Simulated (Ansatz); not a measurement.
Amorphous Hf18O39In2, 59 atoms at 8.68 g/cm³, one PBE-relaxed geometry, zone centre. Methods: PBE, scalar-relativistic without spin-orbit coupling (Ansatz, a quantum-chemistry and plane-wave program); r2SCAN, scalar-relativistic without spin-orbit coupling (Ansatz); HSE06, scalar-relativistic without spin-orbit coupling (Ansatz). Plane waves to 420 eV (r2SCAN 500 eV); exact exchange is cut at the cell's faces. At PBE the levels at the filled edge of the gap are localised (band-tail or defect states). All rungs ran without spin polarisation.

It comes from a melt-quench run on a machine-learned potential (CHGNet), relaxed afterwards by DFT. O atoms were pushed apart under 1.9 Å during the dynamics, to hinder bonds among them. The hot cell started wider than the set density and was brought back towards it in steps. It is the lowest in DFT energy of 2 quenches. It is a model cell: composition and starting density were chosen by hand, and all elements were melted together. No dispersion term was used. Its density started from a set value of 8.80 and ended at 8.68 g/cm³. The simulated quench (nominally 450 K/ps over its main leg) is rapid and tends to freeze in more defects than a deposited or slowly cooled glass has. Values belong to this one cell and scatter from quench to quench. Volume and shape were free in the relaxation. On a 2×2×2 Γ-centred mesh force components of up to 0.12 eV/Å stay, since the relaxation ran on the zone centre alone.

The relaxation ran on the zone centre alone. At PBE the level gap is 3.27 eV on a 2×2×2 Γ-centred mesh, and the spacing at the zone centre alone 3.27 eV.

**Question.** What zone-centre spacing does r2SCAN give, roughly?

**Answer.** 3.76 eV (+0.50 eV against PBE).

**Question.** What zone-centre spacing does HSE06 give, roughly?

**Answer.** 4.83 eV (+1.57 eV against PBE).

The highest filled and the lowest empty state spread over these numbers of atoms (participation numbers): PBE: 11.7 and 14.6; r2SCAN: 11.4 and 14.4; HSE06: 11.7 and 15.0.
